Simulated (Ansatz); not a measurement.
Consider BAs in the zinc blende structure (space group F-43m, No. 216; a = 4.7826 Å). Axes: x, y, z lie along the cube axes.

The values are results of Ansatz (a program for electronic structure), r2SCAN, PAW, cutoff 500 eV, no SOC, earlier PAW set, not measurements.

The change: the cell is stretched by 1.28 % along x with no lateral relaxation, atoms relaxed at fixed cell.

Question: Predict the stress tensor and what it implies for the stiffness.

Answer: Stress of the strained cell less that of the base (GPa, compression positive):
```
  -3.65    0.00    0.00
   0.00   -0.80    0.00
   0.00    0.00   -0.80
```

Then −Δσ_ii/ε with ε = 0.0128 gives secant stiffness values (nonlinear terms included at this strain): C11 ≈ 285 GPa, C12 ≈ 62 GPa and C13 ≈ 62 GPa.

No phonon test of stability was made.
